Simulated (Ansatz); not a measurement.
An Ansatz (an electronic-structure program) input (PBEsol (Ansatz, PAW, without spin-orbit coupling)):

Ansatz 0.2 input:
```yaml
crystal:
  lattice:
    - [0, 2.3839462802, 2.3839462802]
    - [2.3839462802, 0, 2.3839462802]
    - [2.3839462802, 2.3839462802, 0]
  atoms:
    - { symbol: B, position: [0, 0, 0] }
    - { symbol: As, position: [0.25, 0.25, 0.25] }
basis: { ecutwfc: 420, ecutrho_ratio: 4, xc_grid: 2, fft_grid_basis: typed }
kpoints: { mp_grid: { grid: [12, 12, 12] } }
hamiltonian:
  xc: pbesol
  dispersion: none
  pseudopotentials: { kind: paw }
scf: { occupations: { method: fermi_dirac, width: 0.05 }, convergence: { dr2_threshold: 0.0000000002 } }
output: { forces: true, stress: true }
checkpoint: { write: state.ck, write_every: 1000 }
```

**Question.** Which symmetry and how many k-points will the program report, and about how many plane waves at Γ?

**Answer.** Space group F-43m (ITA 216) with 24 operations, k-points 72 of 1728, and 531 plane waves at Γ.

Stability against distortions was not tested. The cell is BAs in the zinc blende structure (space group F-43m, No. 216).
